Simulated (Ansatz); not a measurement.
## MoS2: carrier doping

The parent structure is MoS2 (space group P6_3/mmc, No. 194; a = 3.1494 Å, c = 12.0915 Å; layered, stacked along the Cartesian z axis).

Carriers are added at fixed cell with a uniform background; the Fermi–Dirac width is that of 300 K.

All numbers come from Ansatz (a program for electronic structure) PBE-D3(BJ), without spin-orbit coupling, earlier PAW set.

Notes on the quantities. Fermi level from band edge: Fermi level relative to the doped band's edge (positive inside the band; to 0.05 eV).

```
variant                   Fermi level from band edge  gap between the host's bands
------------------------  --------------------------  ----------------------------
undoped                                            –                       0.77 eV
electrons 5.0×10^21 cm⁻³                    +0.45 eV                       0.73 eV
electrons 7.0×10^21 cm⁻³                    +0.55 eV                       0.72 eV
electrons 1.0×10^22 cm⁻³                           …                             …
holes 5.0×10^21 cm⁻³                        +0.90 eV                             …
holes 7.0×10^21 cm⁻³                        +1.00 eV                       0.83 eV
holes 1.0×10^22 cm⁻³                        +1.10 eV                       0.83 eV
```

### Question
Fill in the withheld entries from the trend.

### Answer

- electrons 1.0×10^22 cm⁻³, Fermi level from band edge: +0.70 eV
- electrons 1.0×10^22 cm⁻³, gap between the host's bands: 0.70 eV
- holes 5.0×10^21 cm⁻³, gap between the host's bands: 0.82 eV

Carriers are added with a uniform compensating background; total energy and stress of such cells depend on the potential's zero and are not compared; many-body gap narrowing is missing at this level. Whether these cells are dynamically stable was not tested.
